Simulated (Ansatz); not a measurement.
**Cu, response to strain**

The reference is Cu in the fcc (Cu type) structure (space group Fm-3m, No. 225; a = 3.5184 Å; relaxed with 0.1 eV smearing). Axes: x, y, z lie along the cube axes.

Strains are applied to the cell and any free atomic positions relax.

The values are results of LDA in Ansatz (plane waves to 420 eV, PAW, no spin-orbit coupling), not measurements.

Notes on the quantities. pressure: mean of the normal stresses, compression positive; energy relative to the base: free energy F.

| change | volume per atom | pressure | energy relative to the base |
|---|---|---|---|
| base | 10.89 Å³ | 0.0 GPa | 0 meV/atom |
| uniaxial strain ε_zz = −3.00 % | 10.56 Å³ | (withheld) | +7.5 meV/atom |
| uniaxial strain ε_zz = −2.50 % | 10.62 Å³ | 5.1 GPa | +5.2 meV/atom |
| uniaxial strain ε_zz = −2.00 % | 10.67 Å³ | 4.0 GPa | +3.3 meV/atom |
| uniaxial strain ε_zz = −1.50 % | 10.73 Å³ | 3.0 GPa | (withheld) |
| uniaxial strain ε_zz = −1.00 % | 10.78 Å³ | 2.0 GPa | +0.8 meV/atom |
| uniaxial strain ε_zz = −0.50 % | 10.83 Å³ | 1.0 GPa | +0.2 meV/atom |
| uniaxial strain ε_zz = +1.50 % | 11.05 Å³ | -2.7 GPa | +1.7 meV/atom |
| uniaxial strain ε_zz = +2.50 % | 11.16 Å³ | -4.4 GPa | +4.8 meV/atom |
| uniaxial strain ε_zz = +3.00 % | 11.22 Å³ | -5.1 GPa | +6.8 meV/atom |

### Question
Complete the table.

### Answer

- uniaxial strain ε_zz = −3.00 %, pressure: 6.2 GPa
- uniaxial strain ε_zz = −1.50 %, energy relative to the base: +1.8 meV/atom

Stability against distortions was not tested. The final runs are not spin-polarised.

Ansatz is a quantum-chemistry and plane-wave program.
